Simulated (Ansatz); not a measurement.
**AuIn₂ (Fm-3m): band-structure transport figures**

Consider the following.

```xyz
3
Lattice="0.0000 3.2694 3.2694 3.2694 0.0000 3.2694 3.2694 3.2694 0.0000" Properties=species:S:1:pos:R:3 pbc="T T T"
In     4.9041     4.9041     4.9041
In     1.6347     1.6347     1.6347
Au     0.0000     0.0000     0.0000
```

Calculation: PBEsol, rigid bands (plane waves, PAW, scalar-relativistic; Ansatz, an electronic-structure program). How the cell was made: cell and atoms relaxed with PBEsol.

The density of states at the Fermi level comes out as 1.04 states/(eV·cell), both spins and the bare Sommerfeld coefficient is 0.82 mJ/(mol of atoms·K²). The drude plasma energy comes out as 7.4 eV. The root-mean-square Fermi velocity is 1.2e6 m/s and the resistivity times τ is 9.0 ×10⁻²² Ω·m·s.

A metal at this level (no band gap); rigid bands, thermally averaged at 300 K, both spins. Spin-orbit coupling is left out, which matters with elements this heavy. τ is one relaxation time for all states.

Formula and space group known from diffraction (Crystallography Open Database), not checked to be the room-temperature form: AuIn2 (Fm-3m).
